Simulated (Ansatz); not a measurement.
**GdPd₃ (Pm-3m, No. 221)**

Level of theory: PBEsol (plane waves, PAW; Ansatz, a program for electronic structure).

Run with plane-wave cutoff 520 eV, 14×14×14 k mesh, Fermi–Dirac smearing 0.05 eV, spin-polarised with parallel moments, scalar-relativistic PAW data made under PBE.

Cell: relaxed at this level.

```
Property                               Result
------------------------------  -------------
band gap                        zero (no gap)
equilibrium lattice constant a        4.073 Å
bulk modulus                          145 GPa
```

Note: the magnetic order was assumed, not searched for or taken from measurement; the 4f shell is treated without U or exact exchange, so its levels and filling can be wrong; the bulk modulus is −V dP/dV from two relaxed cells at ±2 % in volume.

Spin–orbit coupling is not included.

The computed numbers hold no vibrational or temperature effects.

The result took about 2.4 core-minutes (a rough figure).
